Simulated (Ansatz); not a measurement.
The reference is BeS in the zinc blende structure (space group F-43m, No. 216; a = 4.796 Å).

Method: Kohn–Sham DFT with the LDA functional, run in Ansatz (an electronic-structure program) with PAW and 420 eV plane waves, without spin-orbit coupling.

Strains are applied to the cell and any free atomic positions relax.

One change was made to it. Results:

```tsv
quantity	base	after
electron mass	0.80 mₑ along k, 0.28 mₑ across (at X)	0.83 mₑ along k, 0.29 mₑ across (at X)
energy relative to the base (free energy F)	0 meV/atom	+33 meV/atom
hole mass (degenerate bands, along [100])	0.34, 0.53, 0.53 mₑ (at Γ)	0.32, 0.59, 0.59 mₑ (at Γ)
smallest direct gap	5.49 eV	5.20 eV
band gap	2.82 eV	3.01 eV
```

**Question.** Which change produced these results?
A) isotropic strain −1.50 %
B) isotropic strain −0.50 %
C) isotropic strain +2.00 %
D) isotropic strain −2.50 %
E) isotropic strain +3.00 %

**Answer.** E, isotropic strain +3.00 %. For comparison, the band gap in the other runs: isotropic strain +2.00 % gives 2.95 eV; isotropic strain −0.50 % gives 2.79 eV; isotropic strain −2.50 % gives 2.64 eV; isotropic strain −1.50 % gives 2.72 eV.

Masses are band curvatures over ±0.01 Å⁻¹ around the edge. Along k means along the line from Γ to the band edge. Whether these cells are dynamically stable was not tested.
